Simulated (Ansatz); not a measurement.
Results of LDA (PAW; Ansatz, a program for electronic structure) for Ta (model structure, started from the diamond type, Fd-3m, No. 227, 2 atoms in the cell).

Run with plane-wave cutoff 520 eV, 16×16×16 k mesh, Fermi–Dirac smearing 0.05 eV, scalar-relativistic PAW data made under PBE.

Cell (relaxed at this level):

```cif
data_Ta2
_chemical_formula_sum 'Ta2'
_space_group_name_H-M_alt 'P 1'
_space_group_IT_number 1
_cell_length_a 4.19462
_cell_length_b 4.19462
_cell_length_c 4.19462
_cell_angle_alpha 60.000
_cell_angle_beta 60.000
_cell_angle_gamma 60.000
loop_
_space_group_symop_operation_xyz
  'x, y, z'
loop_
_atom_site_label
_atom_site_type_symbol
_atom_site_fract_x
_atom_site_fract_y
_atom_site_fract_z
_atom_site_occupancy
Ta1 Ta 0.25000 0.25000 0.25000 1
Ta2 Ta 0.00000 0.00000 0.00000 1
```

Q: Estimate the bulk modulus B0 that the calculation returns.

A: 
- bulk modulus B0: 79.8 GPa

The run finds no gap.

Note: the bulk modulus is −V dP/dV from two relaxed cells at ±2 % in volume; the relaxation could raise the start's symmetry but not lower it, so the cell can be a saddle point.

Spin–orbit coupling is not included.

Computing time: very roughly 60 core-seconds.

A model structure was made by putting elements into a prototype or built by hand; it is no filed structure, need not be a known phase, and can be a saddle point held by its symmetry.
